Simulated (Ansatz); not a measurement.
Terminations of the (111)B surface of zinc-blende GaSb (Sb plane on top), measured from the surface '2x2 with 3 H on 4 top atoms'. Atoms come from or go to: Cl: ½ Cl2(g), Ga: alpha gallium, H: ½ H2(g), Mg: hcp Mg, N: ½ N2(g), O: ½ O2(g), Sb: rhombohedral Sb. ΔE is the energy of forming the row's surface from that one (negative: more stable at these reservoirs); the vacuum level's shift is aligned on the shared bottom. No zero-point or thermal terms. These are constructed structures in small cells; real faces may alloy, dewet or reconstruct in larger ones, and not all known structures of the face are among them. Slabs of about 15 Å with all that they carry, Fermi-Dirac smearing of 0.025 eV. Bottom of the slabs: H caps. Relaxed from the named starts with such symmetry as they have, on meshes of like density; energies extrapolated to zero smearing; no spin-orbit coupling, no U. Spin-polarised runs, if any, are marked in brackets, and their order is one that fits the cell; the others ran without spin. Where a second, spin-polarised start was run, the lower counts. A dash marks a value that is undefined for that row (no clear gap, or no work function of a gapped slab) or was not read reliably on its mesh.

All values below come from PBE (plane waves to 420 eV, PAW; Ansatz, an electronic-structure program).

| surface | atoms added per 1x1 | ΔE per 1x1 (eV) | slab gap (eV) | shift of the vacuum level (eV) | work function (eV) |
|---|---|---|---|---|---|
| 2x2 Mg adatom at H3 [spin start, no net moment] | -0.75 H, +0.25 Mg | 0.07 | – | -0.22 | 4.33 |
| NH2 on every top atom [spin start, no net moment] | +1.25 H, +1 N | -0.34 | – | -0.92 | 2.99 |
| 2x2 Ga adatom at T4 | +0.25 Ga, -0.75 H | ? | – | 0.06 | – |
| Cl on every top atom [spin start, no net moment] | +1 Cl, -0.75 H | ? | – | 1.07 | – |
| 2x2 Sb vacancy | -0.75 H, -0.25 Sb | 0.28 | – | 0.57 | – |
| 2x2 with 3 H on 4 top atoms | none | 0.00 | 0.34 | 0.00 | – |
| 2x2 with 3 Cl on 4 top atoms | +0.75 Cl, -0.75 H | ? | 0.27 | 1.41 | – |
| 2x2 O adatom at H3 (3 O–Sb bonds formed; 1 Ga–Sb bonds broke) [spin start, no net moment] | -0.75 H, +0.25 O | 0.13 | – | 0.23 | 4.72 |

Q: Fill in the missing entries.

A: 
- 2x2 Ga adatom at T4, ΔE per 1x1 (eV): 0.12
- Cl on every top atom [spin start, no net moment], ΔE per 1x1 (eV): -1.10
- 2x2 with 3 Cl on 4 top atoms, ΔE per 1x1 (eV): -0.98
